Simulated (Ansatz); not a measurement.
Ansatz (a first-principles code) run on YbH₂ (Fm-3m, 3 atoms in the cell): self-consistent single point.

Method of the run: LDA (PW92), PAW files made with PBE (plane waves; Ansatz).

The change in words: lattice scaled by 0.98. Reference geometry:
```yaml
crystal:
  lattice:
    - [0.00000, 2.70043, 2.70043]
    - [2.70043, 0.00000, 2.70043]
    - [2.70043, 2.70043, 0.00000]
  atoms:
    - { symbol: Yb, position: [0.00000, 0.00000, 0.00000] }
    - { symbol: H, position: [0.75000, 0.75000, 0.75000] }
    - { symbol: H, position: [0.25000, 0.25000, 0.25000] }
```

Reference input (self-consistent single point, DFT, LDA (PW92), plane waves, PAW files made with PBE): kpoints.mp_grid.grid = 9 9 9; hamiltonian.xc = lda; hamiltonian.pseudopotentials = {kind: paw} (the program's default PAW files); scf.occupations.method = fermi_dirac; scf.occupations.width = 0.05 eV. This run's input differs from it in these lines:

```diff
@@ -2,5 +2,5 @@
   lattice:
-    - [0.00000000, 2.70042500, 2.70042500]
-    - [2.70042500, 0.00000000, 2.70042500]
-    - [2.70042500, 2.70042500, 0.00000000]
+    - [0.00000000, 2.64641600, 2.64641600]
+    - [2.64641600, 0.00000000, 2.64641600]
+    - [2.64641600, 2.64641600, 0.00000000]
   atoms:
```

Output, abridged:

```
SCF iter   1: F=—  HF=-13594.548962 eV  |F-HF|=—  |Δ(HF+E_count)|=         —  Δρ=6.88e-2  dr2=1.77e0  ethr=3.10e-3  ⟨swp⟩=5.9  Hψ=3274  notcnv=0
all-band conjugate gradients solve this SCF's bands
preconditioner: auto → Kerker (q_TF=auto, 2.572 Å⁻¹)
SCF iter   2: F=—  HF=-13594.214819 eV  |F-HF|=—  |Δ(HF+E_count)|=   3.34e-1  Δρ=4.13e-2  dr2=7.05e-1  ethr=3.10e-3  ⟨swp⟩=1.9  Hψ=960  notcnv=0
   [... lines left out ...]
SCF iter   6: F=—  HF=-13593.989518 eV  |F-HF|=—  |Δ(HF+E_count)|=   1.11e-4  Δρ=3.54e-4  dr2=6.30e-5  ethr=1.78e-6  ⟨swp⟩=2.3  Hψ=1004  notcnv=0
SCF iter   7: F=—  HF=-13593.989488 eV  |F-HF|=—  |Δ(HF+E_count)|=   3.04e-5  Δρ=1.64e-4  dr2=1.28e-5  ethr=2.42e-7  ⟨swp⟩=2.0  Hψ=1055  notcnv=0
SCF iter   8: F=—  HF=-13593.989489 eV  |F-HF|=—  |Δ(HF+E_count)|=   6.72e-7  Δρ=4.73e-5  dr2=9.58e-7  ethr=4.93e-8  ⟨swp⟩=2.1  Hψ=747  notcnv=0
SCF iter   9: F=-13593.989488 eV  HF=-13593.989488 eV  |F-HF|=2.17e-8  |Δ(HF+E_count)|=   4.49e-7  Δρ=1.06e-5  dr2=2.69e-8  ethr=3.85e-10  ⟨swp⟩=6.4  Hψ=4071  notcnv=0
SCF 1 converged in 9 iterations: F = -13593.989488 eV  dr2 = 2.69e-8
Free energy (F): -13593.989488 eV
Internal energy: -13593.963080 eV  (E = F + TS)
E sigma→0 (E₀):  -13593.976284 eV
Entropy (-TS):   -0.026409 eV (-8.803 meV/atom)
Fermi energy:    9.933546 eV
--- Forces (eV/Å), atoms counted from 1 ---
  atom   1  Yb     0.00000000    -0.00000000    -0.00000000
   [... zero for the other atoms too ...]
--- Stress (GPa, compression-positive) ---
       -6.128384       0.000000       0.000000
        0.000000      -6.128384       0.000000
        0.000000      -0.000000      -6.128384
  P = ⅓ Tr σ = -6.1284 GPa (-61.284 kbar)
  The stress holds the Pulay correction. Without it, at fixed plane waves, as pw.x and ABINIT print it: P = -6.2280 GPa
```

The run converged in 9 iterations. Against the reference run the free energy goes down by 34.9 meV/atom and the pressure goes from -8.25 to -6.13 GPa.

The starting cell comes from a database of computed structures (which also holds hypothetical and non-ambient phases and stackings), without a prior relaxation at this level. For this run, on top of that: lattice scaled by 0.98. Spin polarisation is off. With a pressure of about -6 GPa the cell is away from its equilibrium volume at this level. Ansatz's pressure includes its estimate of the finite-basis (Pulay) stress.

Keys are those of Ansatz 0.2.
